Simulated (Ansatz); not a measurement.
Abridged Ansatz (a quantum-chemistry and plane-wave program) output:

```
Relaxation: its limit of steps is 60 (relax.max_steps)
Pseudopotential: Co, paw, valence charge 17
Pseudopotential: Si, paw, valence charge 4
Crystal: 3 atoms, lattice volume = 31.968 Å³
Basis set: ecut = 500 eV, 869 PW (Γ), exchange–correlation on 108×108×108 points (64 copies of the dense FFT grid, shifted against one another)
Bands: 17, of which v1, the nominal top of the filled ones, is band 13 counted from 1 (12 counted from 0)
Symmetry: 48 space group operations
k-points: 120 of 3375
Functional: x = r2scan, c = r2scan; τ floored in thin density (d = 2e-4 eV/Å³)
SCF iter   1: F=—  HF=-6410.115641 eV  |F-HF|=—  |Δ(HF+E_count)|=         —  Δρ=1.60e-2  dr2=5.58e-2  dr2_τ=1.27e-1  ethr=1.77e-3  ⟨swp⟩=6.0  Hψ=11303  notcnv=0
SCF iter   2: F=—  HF=-6410.224103 eV  |F-HF|=—  |Δ(HF+E_count)|=   1.08e-1  Δρ=1.12e-2  dr2=2.24e-2  dr2_τ=1.85e-4  ethr=2.23e-4  ⟨swp⟩=2.9  Hψ=5124  notcnv=0  defer=28
SCF 1 converged in 8 iterations: F = -6410.221108 eV  dr2 = 5.22e-8
relax step   1: F+E_penalty+E_count = -6410.22110818 eV  Δ(F+E_penalty+E_count) = +0.000e0 eV  max|allowed force component| = 1.850e-17 eV/Å  Δτ_max = 0.0000 Å  P = +44.983 GPa  Ω = 31.968 Å³  (8 SCF iters, dr2 threshold 1.00e-7 eV, accepted)
[... steps on the carried basis left out ...]
relax step   5: F+E_penalty+E_count = -6409.84096035 eV  Δ(F+E_penalty+E_count) = +3.526e-4 eV  max|allowed force component| = 1.419e-16 eV/Å  Δτ_max = 0.0000 Å  P = +59.989 GPa  Ω = 30.803 Å³  stress off target by 1.12e-2 GPa  SCF on the basis re-selected at this cell (its energy is not comparable with the rows above)  (8 SCF iters)
SCF converged after 8 iterations
Free energy (F): -6409.840960 eV
Internal energy: -6409.834112 eV  (E = F + TS)
E sigma→0 (E₀):  -6409.837536 eV
Entropy (-TS):   -0.006849 eV (-2.283 meV/atom)
Fermi energy:    16.695406 eV
--- Forces (eV/Å), atoms counted from 1 ---
  atom   1  Co     0.00000000    -0.00000000    -0.00000000
  atom   2  Si    -0.00000000    -0.00000000    -0.00000000
  atom   3  Si     0.00000000     0.00000000     0.00000000
--- Stress (GPa, compression-positive) ---
       59.988804      -0.000000      -0.000000
       -0.000000      59.988804      -0.000000
       -0.000000      -0.000000      59.988804
  P = ⅓ Tr σ = 59.9888 GPa (599.888 kbar)
--- Relaxed structure (4 steps of the walk, 4 accepted, 1 SCFs on fresh bases) ---
  cell:  # Å, volume = 30.8029 Å³
    - [-3.6622986486437055e-34, 2.4880203744838973, 2.4880203744838973]
    - [2.4880203744838973, -6.010946695056517e-34, 2.4880203744838973]
    - [2.4880203744838973, 2.4880203744838973, -9.418476742055443e-34]
  atoms:
    - { symbol: Co, position: [1.0071350538017557e-35, -4.0202442098215056e-35, 8.213045331661762e-36] }
    - { symbol: Si, position: [0.25, 0.25, 0.25] }
    - { symbol: Si, position: [0.75, 0.75, 0.75] }
```

### Question
What was computed, and what are the main results?

### Answer
CoSi2, 3 atoms in the cell, with Ansatz, r2SCAN, PAW, cutoff 500 eV, no spin-orbit coupling, from a series relaxed to a target (pressure 60 GPa). The last SCF converged to F = -6409.840960 eV, or -2136.6137 eV per atom, at a pressure of 59.99 GPa. The total energy compares only with runs of the same code, potentials and settings.

Load acts through the strain it causes; cell and atoms are relaxed under it. No phonon test of stability was made. Competing high-pressure phases were not computed. The final runs are not spin-polarised. The cell was made from CoSi₂ (space group Fm-3m, No. 225; non-magnetic) by this change: pressure 60 GPa.

Keys are those of Ansatz 0.2.
